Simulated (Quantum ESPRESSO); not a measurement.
A user runs Quantum ESPRESSO on Zn6Mo (Fm-3m, 7 atoms in the cell) and asks whether the run is sound. The aim is a self-consistent single point with DFT, LDA (PZ), plane waves, PSlibrary PAW (LDA) pseudopotentials.

Cell that was meant: a = 5.3934 Å, b = 5.3934 Å, c = 5.3934 Å, α = 60.00°, β = 60.00°, γ = 60.00°.

Part of the input:

```fortran
  ecutrho = 330,
  occupations = 'smearing',
  smearing = 'gauss',
  degauss = 0.272,
/
&ELECTRONS
  conv_thr = 1.0d-9,
```

Log, with long lists cut:

```
     file Zn.pz-dn-kjpaw_psl.1.0.0.UPF: wavefunction(s)  4S 3D renormalized
   [... lines left out ...]
        k(    1) = (   0.0000000   0.0000000   0.0000000), wk =   0.0160000
        k(    2) = (  -0.2000000   0.2000000  -0.2000000), wk =   0.1280000
        k(    3) = (  -0.4000000   0.4000000  -0.4000000), wk =   0.1280000
   [... 7 lines left out ...]

     Dense  grid:    75745 G-vectors     FFT dimensions: (  60,  60,  60)

     Smooth grid:    41151 G-vectors     FFT dimensions: (  50,  50,  50)

     Initial potential from superposition of free atoms

     starting charge      85.9833, renormalised to      86.0000
     Self-consistent Calculation

     iteration #  1     ecut=    55.00 Ry     beta= 0.40

---- Real-time Memory Report at c_bands before calling an iterative solver
           293 MiB given to the printing process from OS
           107 MiB allocation reported by mallinfo(arena+hblkhd)
------------------

     Threshold (ethr) on eigenvalues was too large:
     Diagonalizing with lowered threshold

---- Real-time Memory Report at c_bands before calling an iterative solver
           355 MiB given to the printing process from OS
   [... lines left out ...]

---- Real-time Memory Report at c_bands before calling an iterative solver
           367 MiB given to the printing process from OS
           142 MiB allocation reported by mallinfo(arena+hblkhd)
------------------

     total energy              =   -1786.49362242 Ry
     estimated scf accuracy    <          2.6E-09 Ry

     iteration # 14     ecut=    55.00 Ry     beta= 0.40

---- Real-time Memory Report at c_bands before calling an iterative solver
           367 MiB given to the printing process from OS
           142 MiB allocation reported by mallinfo(arena+hblkhd)
------------------
     End of self-consistent calculation

     the Fermi energy is    11.3706 ev

!    total energy              =   -1786.49362242 Ry
     estimated scf accuracy    <          1.1E-10 Ry
     smearing contrib. (-TS)   =      -1.47977561 Ry
     internal energy E=F+TS    =   -1785.01384681 Ry

      -> PAW hartree energy AE =     822.47024587 Ry
      -> PAW hartree energy PS =    -817.97196087 Ry
      -> PAW xc energy AE      =   -1062.93470114 Ry
      -> PAW xc energy PS      =     294.73982692 Ry
      -> total E_H with PAW    =     318.50834750 Ry
      -> total E_XC with PAW   =   -1065.62957757 Ry

     convergence has been achieved in  14 iterations

     Forces acting on atoms (cartesian axes, Ry/au):

   [... lines left out ...]

     Total force =     0.000000     Total SCF correction =     0.000000

          total   stress  (Ry/bohr**3)                   (kbar)     P=       35.40
   0.00024063  -0.00000000   0.00000000           35.40       -0.00        0.00
  -0.00000000   0.00024063  -0.00000000           -0.00       35.40       -0.00
   0.00000000  -0.00000000   0.00024063            0.00       -0.00       35.40

   JOB DONE.
```

Can these results be used? Check the input.

The run is not sound. The fault is an energy in the wrong unit. A bare number is read in the key's own unit, and eV, Ry (13.6 eV) and Ha (27.2 eV) lie far apart, so the setting ends up far from the one that was meant. To fix it, convert the value to the unit that the key expects. The run converged in 14 iterations without an error; against the sound input the free energy drops by 1.36 eV/atom and the pressure goes from -7.60 to 3.54 GPa.

An input that runs soundly differs in these lines (not the only fix; some lines may just follow from the change or write a value another way):
```diff
-  degauss = 0.272,
+  degauss = 0.019992,
```

With that input, the run converged in 13 iterations: free energy E − TS -24296.9496 eV; Fermi level (on the code's own zero) 10.70 eV; pressure -7.60 GPa (DFT, LDA (PZ), plane waves, PSlibrary PAW (LDA) pseudopotentials).

On the sound input: the starting cell comes from a database of computed structures (which also holds hypothetical and non-ambient phases and stackings), without a prior relaxation at this level. Spin polarisation is off. With a pressure of about -8 GPa the cell is away from its equilibrium volume at this level.
